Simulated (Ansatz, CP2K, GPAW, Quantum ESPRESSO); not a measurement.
One structure in several programs: HfSb4Mo (Cm, 6 atoms in the cell)

Self-consistent single point.

```
CELL_PARAMETERS angstrom
      5.10751    -1.81511     0.00000
      5.10751     1.81511     0.00000
     -4.13866     0.00000     7.25250
ATOMIC_POSITIONS crystal
  Hf 0.15139 0.15139 0.19076
  Sb 0.85895 0.85895 0.47690
  Sb 0.15648 0.15648 0.54617
  Sb 0.39566 0.39566 0.09418
  Sb 0.59104 0.59104 0.88389
  Mo 0.84752 0.84752 0.80810
```

Shared settings, as Ansatz (a program for electronic structure) writes them: kpoints.mp_grid.grid = 5 5 2; scf.occupations.method = fermi_dirac; scf.occupations.width = 0.1 eV. Potentials and cutoffs stand in the table.

```tsv
code	model	pressure (GPa)	largest force (eV/Å)	cutoff
GPAW	PBEsol, GPAW PAW datasets PBEsol (made by gpaw-setup)	0.10	0.275	600 eV
Quantum ESPRESSO	PBEsol, PSlibrary ultrasoft (PBE) pseudopotentials	0.52	0.284	55 Ry
Ansatz	PBEsol, PAW files made with PBE	0.44	0.278	default
CP2K	PBEsol, GPW, DZVP-MOLOPT-SR-GTH basis, GTH-PBE potentials (GTH_POTENTIALS)	4.47	0.485	grid 500 Ry
```

Size of the force on each atom (eV/Å): Sizes of forces hide their directions.

```json
[
 {"code": "GPAW", "Hf1": "0.040", "Sb2": "0.073", "Sb3": "0.093", "Sb4": "0.229", "Sb5": "0.275", "Mo6": "0.010"},
 {"code": "Quantum ESPRESSO", "Hf1": "0.052", "Sb2": "0.059", "Sb3": "0.069", "Sb4": "0.284", "Sb5": "0.278", "Mo6": "0.031"},
 {"code": "Ansatz", "Hf1": "0.036", "Sb2": "0.058", "Sb3": "0.086", "Sb4": "0.246", "Sb5": "0.278", "Mo6": "0.012"},
 {"code": "CP2K", "Hf1": "0.037", "Sb2": "0.202", "Sb3": "0.185", "Sb4": "0.485", "Sb5": "0.434", "Mo6": "0.064"}
]
```

On Ansatz's run: spin-orbit coupling is off. Spin polarisation is off.

The spread over the programs that give each value: pressure within 4.37 GPa; largest force within 0.210 eV/Å.

CP2K uses small atom-centred bases, whose incompleteness enters pressures, forces and empty levels differently from a plane-wave cutoff. Ansatz's pressure is given at a fixed set of plane waves, as the other plane-wave codes print theirs. In the pressure, CP2K (by 4.03) lies more than 1 GPa from the median of the plane-wave programs. In the force vectors, CP2K (by 0.243) lies more than 0.08 eV/Å from the median of the plane-wave programs.

The shared mesh is coarse (it stands for a supercell whose shortest vector is 17 Å), so the values are not converged in it.

The starting cell comes from a database of computed structures (which also holds hypothetical and non-ambient phases and stackings), without a prior relaxation at this level. Its lattice was rescaled by a random factor within 2.5 % of one.

Keys are those of Ansatz 0.2.
